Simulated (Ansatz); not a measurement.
The starting structures come from a database of crystals and need not be the phases stable at ambient conditions.

Tunnelling through a barrier is set by its complex band structure: the current falls as exp(−2κd) with the smallest κ.

Data:

```
CELL_PARAMETERS angstrom
      7.46195     0.00000     0.00000
      0.00000     7.46195     0.00000
      3.73097    -3.73097     3.27594
ATOMIC_POSITIONS crystal
  La 0.00000 0.00000 0.00000
  La 0.25000 0.25000 0.50000
  V  0.75000 0.75000 0.50000
  V  0.50000 0.50000 0.00000
  O  0.48960 0.33274 0.66548
  O  0.91726 0.40508 0.16548
  O  0.84492 0.33274 0.66548
  O  0.91726 0.76040 0.16548
  O  0.76040 0.91726 0.83452
  O  0.33274 0.48960 0.33452
  O  0.40508 0.91726 0.83452
  O  0.33274 0.84492 0.33452
```

Space group of this cell: I4_1/amd. The cell is taken as given; by r2SCAN its mean pressure is -0.9 GPa.

Transport runs along the normal of the first two printed cell vectors, the (001) plane of the conventional cell.

The gap is the functional's own, uncorrected, and κ follows it; spin-orbit coupling is left out. Mid-gap values are interpolated between the computed energies.

Question: Estimate the band gap and the smallest decay constant κ at mid-gap that Ansatz (an electronic-structure program) with r2SCAN returns for this system.

Answer: Gap 3.38 eV on a 10×10×10 mesh; κ = 0.446 1/Å, at (0.250, 0.250) of the in-plane reciprocal vectors. At the zone centre, at the nearest computed energy, the slowest state has κ = 0.45 1/Å.
